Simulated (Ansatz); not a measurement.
BeSe: response to strain

The reference is BeSe in the zinc blende structure (space group F-43m, No. 216; a = 5.1776 Å).

Strains are applied to the cell and any free atomic positions relax.

The values are results of PBE (Ansatz, a quantum-chemistry and plane-wave program, PAW, spin-orbit coupling left out), not measurements.

Notes on the quantities. energy relative to the base: free energy F.

```json
[
 {"isotropic strain (%)": "-3", "energy relative to the base (meV/atom)": "36.1"},
 {"isotropic strain (%)": "-2.5", "energy relative to the base (meV/atom)": "24.7"},
 {"isotropic strain (%)": "0", "energy relative to the base (meV/atom)": "0.0"},
 {"isotropic strain (%)": "0.5", "energy relative to the base (meV/atom)": "0.9"},
 {"isotropic strain (%)": "1", "energy relative to the base (meV/atom)": "3.5"},
 {"isotropic strain (%)": "1.5", "energy relative to the base (meV/atom)": "7.9"},
 {"isotropic strain (%)": "2", "energy relative to the base (meV/atom)": "?"},
 {"isotropic strain (%)": "2.5", "energy relative to the base (meV/atom)": "21.2"},
 {"isotropic strain (%)": "3", "energy relative to the base (meV/atom)": "30.2"}
]
```

Task: Fit ΔE = Aε² + Bε³ (ε in %) to the rows shown and predict the withheld row.

Result: Least squares on the printed values gives A = 3.68 and B = -0.11 meV/atom (largest residual 0.1 meV/atom); this predicts 13.8 meV/atom, and the run gives 13.8 meV/atom, in agreement.

Stability against distortions was not tested.
